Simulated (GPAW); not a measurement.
Band structure of TiAlPt (P6_3/mmc, 6 atoms in the cell).

```xyz
6
Lattice="4.4169 0.0000 0.0000 -2.2084 3.8251 0.0000 0.0000 0.0000 5.4077" Properties=species:S:1:pos:R:3 pbc="T T T"
Ti     0.0000     0.0000     0.0000
Ti     0.0000     0.0000     2.7039
Al     0.0000     2.5501     1.3519
Al     2.2084     1.2750     4.0558
Pt     2.2084     1.2750     1.3519
Pt     0.0000     2.5501     4.0558
```

Computed with PBEsol, GPAW PAW datasets PBEsol (made by gpaw-setup) (plane waves; GPAW 25.7.0).

Settings: mode = pw; ecut = 800 eV; xc = PBEsol; kpts = 6 6 4; mesh shift (steps) = 0 0 0; occupations.name = fermi-dirac; occupations.width = 0.05 eV; nbands = -12; symmetry.symmorphic = false; symmetry.tolerance = 0.0005; maxiter = 150; bandpath_npoints = 40.

The starting cell comes from a database of computed structures (which also holds hypothetical and non-ambient phases and stackings), without a prior relaxation at this level. Spin-orbit coupling is off. Spin polarisation is off.

Levels in eV from the Fermi level, bands 27 to 34:
| point | 27 | 28 | 29 | 30 | 31 | 32 | 33 | 34 |
|---|---|---|---|---|---|---|---|---|
| Γ | -1.87 | -1.68 | -1.68 | -0.56 | 0.44 | 0.44 | 1.64 | 1.64 |
| M | -2.24 | -1.83 | -1.47 | -0.77 | -0.49 | -0.47 | -0.34 | 0.76 |
| K | -2.79 | -1.75 | -1.75 | -0.70 | -0.70 | -0.54 | 0.01 | 0.60 |
| A | 0.12 | 0.12 | 0.12 | 0.12 | 0.46 | 0.46 | 1.06 | 1.06 |
| L | -2.67 | -2.67 | -1.24 | -1.24 | 0.47 | 0.47 | 0.78 | 0.78 |
| H | -2.96 | -2.96 | -1.43 | -1.43 | 0.28 | 0.28 | 0.83 | 0.83 |

Bands cross the Fermi level along this path, so the cell is metallic at this level.
